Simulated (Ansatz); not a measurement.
The reference is TiSi2 (space group Fddd, No. 70; a = 4.8062 Å, b = 8.2649 Å, c = 8.5648 Å). Axes: x, y, z lie along a, b, c of the conventional cell.

Level of theory: PBE (Ansatz, a quantum-chemistry and plane-wave program), spin-orbit coupling left out, earlier PAW set.

The change: the cell is scaled by 0.9731 in all directions, atoms relaxed at fixed cell.

**Question.** Predict the stress tensor and what it implies for the stiffness.

**Answer.** Stress of the strained cell less that of the base (GPa, compression positive):
```
   13.7     0.0     0.0
    0.0    11.9     0.0
    0.0     0.0    16.4
```

Then B = −ΔP/(ΔV/V₀) with ΔV/V₀ = -0.0785 gives secant stiffness values (nonlinear terms included at this strain): B (at held cell shape, above the free-shape value) ≈ 178 GPa.

As a check, the harmonic strain energy −½ V₀ Δσ:ε is 50 meV/atom; the computed energy rise is 45 meV/atom.

Whether these cells are dynamically stable was not tested. The final runs are not spin-polarised.
